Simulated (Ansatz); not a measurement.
# PBE against PBEsol: hypothetical diamond Ca, pressure 0.3 GPa

Base system: Ca in the diamond structure (space group Fd-3m, No. 227; a = 8.620 Å; a hypothetical phase, not in the database extracts checked).

(Cell as relaxed with PBE.)

Levels (all Ansatz, a first-principles code, PAW): PBE (420 eV, no spin-orbit coupling); PBEsol (420 eV, no spin-orbit coupling).

Each level relaxes its own structure.

| base | PBE | PBEsol |
|---|---|---|
| volume per atom | 80.07 Å³ | 74.96 Å³ |
| lattice parameter a | 8.620 Å | 8.433 Å |
| band gap | zero | zero |

The change: cell and atoms relaxed at a pressure of 0.3 GPa.

| quantity | PBE | PBEsol |
|---|---|---|
| shortest interatomic distance | 3.646 Å | ? |
| band gap | zero | ? |

**Question.** What does PBEsol give?

**Answer.** 
- shortest interatomic distance, PBEsol: 3.574 Å
- band gap, PBEsol: zero

PBE's shortest interatomic distance lies 0.072 Å above PBEsol's (2.0 %); the two agree on the band gap. Neither level is exact; PBEsol is the comparison here, not a measurement.

Load acts through the strain it causes; cell and atoms are relaxed under it. Whether these cells are dynamically stable was not tested.
